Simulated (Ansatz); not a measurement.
Terminations of the (100) surface of fcc Ir, measured from the surface 'clean 1x1'. Atoms come from or go to: Au: fcc Au, Co: hcp Co, ferromagnetic, Ga: alpha gallium, Ir: fcc Ir, Mg: hcp Mg, Mo: bcc Mo, Nb: bcc Nb, Ru: hcp Ru, V: bcc V, W: bcc W. ΔE is the energy of forming the row's surface from that one (negative: more stable at these reservoirs); the vacuum level's shift is aligned on the shared bottom. No zero-point or thermal terms. These are constructed structures in small cells; real faces may alloy, dewet or reconstruct in larger ones, and not all known structures of the face are among them. Slabs of about 10 Å with all that they carry, Fermi-Dirac smearing of 0.1 eV. Bottom of the slabs: a bare face, its two planes held. Relaxed from the named starts with such symmetry as they have, on meshes of like density; energies extrapolated to zero smearing; no spin-orbit coupling, no U. Spin-polarised runs, if any, are marked in brackets, and their order is one that fits the cell; the others ran without spin. A dash marks a value that is undefined for that row (no clear gap, or no work function of a gapped slab) or was not read reliably on its mesh.

Level of theory: PBE (plane waves to 420 eV, PAW; Ansatz, a program for electronic structure).

```
surface                                                                        atoms added per 1x1  ΔE per 1x1 (eV)  shift of the vacuum level (eV)  work function (eV)
-----------------------------------------------------------------------------  -------------------  ---------------  ------------------------------  ------------------
a layer of Co in place of the second plane [spin, 1.7 μB a cell]                      +1 Co, -1 Ir             0.15                           -0.08                5.47
a layer of Mo in place of the second plane                                            -1 Ir, +1 Mo            -0.87                           -0.74                4.75
a layer of Au in place of the second plane                                            +1 Au, -1 Ir              ___                            0.18                5.73
a layer of Ga in place of the second plane                                            +1 Ga, -1 Ir            -0.41                           -0.01                5.49
a pseudomorphic layer of Ru in the host's stacking                                           +1 Ru             0.20                           -0.55                5.00
a layer of V in place of the second plane [spin start, no net moment]                  -1 Ir, +1 V            -1.46                           -0.78                4.73
a layer of Ru in place of the second plane                                            -1 Ir, +1 Ru            -0.14                           -0.16                5.37
a pseudomorphic layer of Nb in the host's stacking                                           +1 Nb              ___                           -0.89                4.66
a layer of W in place of the second plane                                              -1 Ir, +1 W            -0.84                           -0.80                4.68
a pseudomorphic layer of V in the host's stacking [spin start, no net moment]                 +1 V              ___                           -0.92                4.63
a pseudomorphic layer of Au in the host's stacking                                           +1 Au            -0.50                           -0.33                5.22
a pseudomorphic layer of Mg in the host's stacking                                           +1 Mg              ___                           -1.54                4.01
```

### Question
Fill in the missing entries.

### Answer

- a layer of Au in place of the second plane, ΔE per 1x1 (eV): 1.12
- a pseudomorphic layer of Nb in the host's stacking, ΔE per 1x1 (eV): -0.51
- a pseudomorphic layer of V in the host's stacking [spin start, no net moment], ΔE per 1x1 (eV): -0.38
- a pseudomorphic layer of Mg in the host's stacking, ΔE per 1x1 (eV): -1.14
